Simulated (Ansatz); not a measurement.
## Band gap (eV)

Cell A: SiC (3C, zinc blende, F-43m), 2 atoms in the cell, k-point mesh 14×14×14 on the run's own vectors. Conventional cell: a = b = c = 4.3797 Å, α = β = γ = 90.00°.

Cell B: SiC (6H, P6₃mc), 12 atoms in the cell, k-point mesh 12×12×4 on the run's own vectors. Conventional cell: a = b = 3.095 Å, c = 15.186 Å, α = β = 90.00°, γ = 120.00°.

Plane-wave PAW calculations with Ansatz (an electronic-structure program), its PAW set soft_1, cutoff 420 eV, 500 eV for r2SCAN. The structures are at rest with PBE; other levels are single points on them. HSE06 runs on coarser k-point meshes, which give the PBE gaps of the finer ones within 0.03 eV. Neutral cells; Fermi-Dirac smearing of at most 0.05 eV in the solids, energies taken to zero width. The lattices are those relaxed with PBE, so at other levels the solids can be strained, which adds to the spread. Cells are local rest points, mostly with their start's symmetry. A dispersion term ran beside these levels; it doesn't touch the electrons. Gaps are highest filled to lowest empty Kohn-Sham level on the run's k-point mesh, states of defects and surfaces included; edges off the mesh make the true gap smaller, and under 0.08 eV counts as none.

```
cell              PBE           r2SCAN  HSE06
----  ---------------  ---------------  -----
A     1.37 (indirect)  1.72 (indirect)   2.24
B     2.03 (indirect)  2.39 (indirect)    [?]
```

Task: Some entries are withheld; supply them.

Result: 
- B, HSE06: 2.91
